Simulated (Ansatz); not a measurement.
The starting structures come from a database of crystals and need not be the phases stable at ambient conditions.

```yaml
crystal:
  lattice:
    - [3.25773, 0.00000, 0.00000]
    - [-1.62887, 2.82296, 0.00000]
    - [0.00000, 0.00494, 15.46054]
  atoms:
    - { symbol: Mg, position: [0.66690, 0.33380, 0.64800] }
    - { symbol: Mg, position: [0.66660, 0.33320, 0.97920] }
    - { symbol: Mg, position: [0.00000, 0.00000, 0.81380] }
    - { symbol: Mg, position: [0.00120, 0.00240, 0.48210] }
    - { symbol: Mg, position: [0.99880, 0.99760, 0.14740] }
    - { symbol: Mg, position: [0.33320, 0.66640, 0.31390] }
    - { symbol: O, position: [0.66670, 0.33340, 0.85160] }
    - { symbol: O, position: [0.66770, 0.33540, 0.52040] }
    - { symbol: O, position: [0.99970, 0.99940, 0.01840] }
    - { symbol: O, position: [0.00010, 0.00020, 0.68600] }
    - { symbol: O, position: [0.00000, 0.00000, 0.35310] }
    - { symbol: O, position: [0.33220, 0.66440, 0.18610] }
```

Space group of this cell: Cm. The cell is taken as given.

The current runs along the normal of the first two printed vectors. All runs by Ansatz (an electronic-structure program), plane waves and PAW, without spin-orbit coupling; the base is r2SCAN.

```tsv
run	mean pressure (GPa)	gap (eV)	mid-gap κ (1/Å)
base	0.0	4.27	0.322
all lengths scaled by 0.98	8.6	(withheld)	(withheld)
all lengths scaled by 1.02	-6.7	3.93	0.307
lengths across the current scaled by 0.98, ions clamped	5.7	(withheld)	(withheld)
lengths across the current scaled by 1.02, ions clamped	-4.6	(withheld)	0.313
lengths along the current scaled by 0.97, ions clamped	4.1	4.38	0.333
lengths along the current scaled by 1.03, ions clamped	-3.2	4.16	0.313
```

Task: Complete the blanks.

Result: 
- all lengths scaled by 0.98, gap (eV): 4.64
- all lengths scaled by 0.98, mid-gap κ (1/Å): 0.339
- lengths across the current scaled by 0.98, ions clamped, gap (eV): 4.56
- lengths across the current scaled by 0.98, ions clamped, mid-gap κ (1/Å): 0.332
- lengths across the current scaled by 1.02, ions clamped, gap (eV): 4.00
